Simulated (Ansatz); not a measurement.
Ag2O under a change: isotropic strain +0.60 %

Take Ag$_{2}$O (space group Pn-3m, No. 224; a = 4.707 Å) as the base.

Now apply this change: every lattice vector is stretched by 0.60 %, atoms relaxed at fixed cell.

The values are results of Ansatz (an electronic-structure program), PBEsol, PAW, cutoff 420 eV, without spin-orbit coupling, not measurements. k-mesh 7×7×7 (Γ-centred); smearing 0.05 eV (Fermi–Dirac).

The volume per atom goes up by 0.31 Å³, from 17.38 Å³ to 17.69 Å³ and the space group remains Pn-3m (No. 224). The shortest interatomic distance increases by 0.012 Å, from 2.038 Å to 2.050 Å and the energy increases by 1.5 meV/atom. The pressure goes from zero to -1.5 GPa and the band gap stays zero.

Final structure:

```xyz
6
Lattice="4.7350 0.0000 0.0000 0.0000 4.7350 0.0000 0.0000 0.0000 4.7350" Properties=species:S:1:pos:R:3 pbc="T T T"
Ag     3.5512     1.1837     3.5512
Ag     1.1837     3.5512     3.5512
Ag     3.5512     3.5512     1.1837
Ag     1.1837     1.1837     1.1837
O      0.0000     0.0000     0.0000
O      2.3675     2.3675     2.3675
```

The mesh was chosen for an insulator and is coarse for the gapless case. Whether these cells are dynamically stable was not tested. No Hubbard U is applied, and correlation can decide whether such a compound is a metal. The final runs are not spin-polarised. A zero or small gap of Ag2O can be the functional's error rather than a property of the material.
